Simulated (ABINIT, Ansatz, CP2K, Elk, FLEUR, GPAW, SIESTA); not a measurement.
# Code comparison for ZnS (F-43m, 2 atoms in the cell)

Self-consistent single point.

```xyz
2
Lattice="0.0000 2.7050 2.7050 2.7050 0.0000 2.7050 2.7050 2.7050 0.0000" Properties=species:S:1:pos:R:3 pbc="T T T"
Zn     0.0000     0.0000     0.0000
S      1.3525     1.3525     1.3525
```

Shared settings, as Ansatz (a program for electronic structure) writes them: kpoints.mp_grid.grid = 7 7 7; scf.occupations.method = fermi_dirac; scf.occupations.width = 0.05 eV. Potentials and cutoffs stand in the table.

```json
[
 {"code": "SIESTA", "model": "LDA PW92, numerical atomic orbitals DZP, PseudoDojo LDA standard norm-conserving potentials (rewritten from UPF to PSML)", "pressure (GPa)": "-6.76", "gap on the mesh (eV)": "2.169", "cutoff": "grid 350 Ry"},
 {"code": "CP2K", "model": "LDA (Pade form), GPW, DZVP-MOLOPT-SR-GTH basis, GTH-PADE potentials (GTH_POTENTIALS)", "pressure (GPa)": "-4.34", "gap on the mesh (eV)": "1.807", "cutoff": "grid 600 Ry"},
 {"code": "Ansatz", "model": "LDA (PW92), default PAW files made with PBE", "pressure (GPa)": "-4.81", "gap on the mesh (eV)": "1.843", "cutoff": "default"},
 {"code": "Elk", "model": "LDA (PW92), all-electron FP-LAPW, Elk's shipped species files, default APW+lo basis", "pressure (GPa)": "–", "gap on the mesh (eV)": "1.836", "cutoff": "rgkmax 7"},
 {"code": "GPAW", "model": "LDA (Perdew-Wang 92), GPAW PAW datasets LDA (gpaw-data 1.0.1)", "pressure (GPa)": "-5.09", "gap on the mesh (eV)": "1.841", "cutoff": "800 eV"},
 {"code": "FLEUR", "model": "LDA (Perdew-Zunger), all-electron FLAPW (FLEUR), scalar-relativistic valence", "pressure (GPa)": "–", "gap on the mesh (eV)": "1.840", "cutoff": "Kmax 4 1/bohr"},
 {"code": "ABINIT", "model": "LDA (PW92), PAW (JTH v2.0 LDA PAW)", "pressure (GPa)": "-4.91", "gap on the mesh (eV)": "1.830", "cutoff": "30 Ha"}
]
```

A dash marks a value that a program does not give, or that is left out as unsure.

Gaps are read on the mesh.

The spread over the programs that give each value: pressure within 2.42 GPa; gap on the mesh within 0.362 eV.

SIESTA and CP2K use small atom-centred bases, whose incompleteness enters pressures, forces and empty levels differently from a plane-wave cutoff. Elk and FLEUR treat all electrons, but the usual bases taken here (sphere radii, linearisation, local orbitals, empty states) were not tested for convergence, so the values are no reference for the others. Ansatz's pressure is given at a fixed set of plane waves, as the other plane-wave codes print theirs; with its correction for the finite basis it is -4.76 GPa. In the pressure, SIESTA (by 1.86) lies more than 1 GPa from the median of the plane-wave programs. In the gap, SIESTA (by 0.328) lies more than 0.12 eV from the median of the plane-wave programs.

The starting cell has typed, rounded lattice constants, without a prior relaxation at this level.

Keys are those of Ansatz 0.2.
